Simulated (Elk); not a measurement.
A self-consistent single point of SrPd2 (Fd-3m, 6 atoms in the cell) with Elk.

Method of the run: PBEsol, spin-orbit coupling in second variation, all-electron FP-LAPW, Elk's shipped species files, APW+lo basis with extra local orbitals in Elk.

```xyz
6
Lattice="0.0000 3.9356 3.9356 3.9356 0.0000 3.9356 3.9356 3.9356 0.0000" Properties=species:S:1:pos:R:3 pbc="T T T"
Sr     5.9034     5.9034     5.9034
Sr     3.9356     3.9356     3.9356
Pd     2.9517     0.9839     2.9517
Pd     0.9839     0.9839     0.9839
Pd     0.9839     2.9517     2.9517
Pd     2.9517     2.9517     0.9839
```

Reference input (self-consistent single point, DFT, PBEsol, all-electron FP-LAPW, Elk's shipped species files, APW+lo basis with extra local orbitals): xctype = 22; rgkmax = 8; stype = 0; swidth = 0.00499791 Ha; ngridk = 7 7 7; gmaxvr = 14 1/bohr; nxlo = 2; lorbcnd = true; lmaxi = 2. This run's input differs from it in these lines:

```diff
@@ -5,2 +5,5 @@
   22
+
+spinorb
+  .true.
 
@@ -20,2 +23,5 @@
   2
+
+nempty
+  10
```

The program printed (abridged):

```
│ Self-consistent loop started │
│ Loop number : 1 │
 total energy                :     -26426.1230681
 total moment                :  -0.1116172211E-19 -0.9551282118E-20  0.4300434347E-21
│ Loop number : 2 │
 total energy                :     -26435.0875628
 total moment                :   0.6747967020E-20 -0.1806527576E-19 -0.1133526218E-20
RMS change in Kohn-Sham potential (target) :   0.4271457235     (  0.1000000000E-05)
Absolute change in total energy (target)   :    8.964494718     (  0.1000000000E-03)
│ Loop number : 3 │
 total energy                :     -26484.8269751
   [... lines left out ...]
 total energy                :     -26534.8167124
 total moment                :  -0.8135827398E-21  0.2734746938E-20  0.1826540656E-20
RMS change in Kohn-Sham potential (target) :   0.4888767753E-07 (  0.1000000000E-05)
Absolute change in total energy (target)   :   0.2113236660E-03 (  0.1000000000E-03)
│ Loop number : 17 │
 total energy                :     -26534.8166940
 total moment                :  -0.3871998828E-22  0.1112519115E-20 -0.5850173856E-21
RMS change in Kohn-Sham potential (target) :   0.2494132914E-07 (  0.1000000000E-05)
Absolute change in total energy (target)   :   0.7125697812E-04 (  0.1000000000E-03)
Convergence targets achieved

│ Loop number : 18 │

Energies :
 Fermi                       :     0.263625811862
 xc effective B-field        :    -0.373367577738E-08
 external B-field            :      0.00000000000
 total energy                :     -26534.8166840
 (external B-field energy excluded from total)

Density of states at Fermi energy :    79.02255689
 (states/Hartree/unit cell)

Estimated indirect band gap :   0.1175209690E-03
 from k-point      3 to k-point     13
Estimated direct band gap   :   0.4397846783E-02
 at k-point      1

Charges :
 core                        :    168.0000000
 valence                     :    92.00000000
 interstitial                :    7.361002383
 muffin-tins (core leakage)
  species :    1 (Sr)
   atom    1                 :    36.04656048     (  0.2903879339E-04)
   [... lines left out ...]
   atom    3                 :   0.1129392439E-22  0.7026027213E-22 -0.1079379149E-21
   atom    4                 :   0.1129392439E-22  0.1079379149E-21  0.7026027213E-22
 total in muffin-tins        :   0.1974815491E-20 -0.3631816301E-20 -0.6352324207E-21
 total moment                :   0.1983407777E-20 -0.3574758138E-20 -0.6319832069E-21

│ Self-consistent loop stopped │
```

The run converged in 18 iterations. The count includes the last loop, which Elk runs after its targets are met. 

The starting cell comes from a database of computed structures (which also holds hypothetical and non-ambient phases and stackings), without a prior relaxation at this level. Values depend on the basis (sphere radii, cutoffs, local orbitals), which need not be converged. The log's line on a gap gives a spacing of levels on this mesh, which the program prints for metals too.

Cost on one core of a shared machine: roughly 2 min.
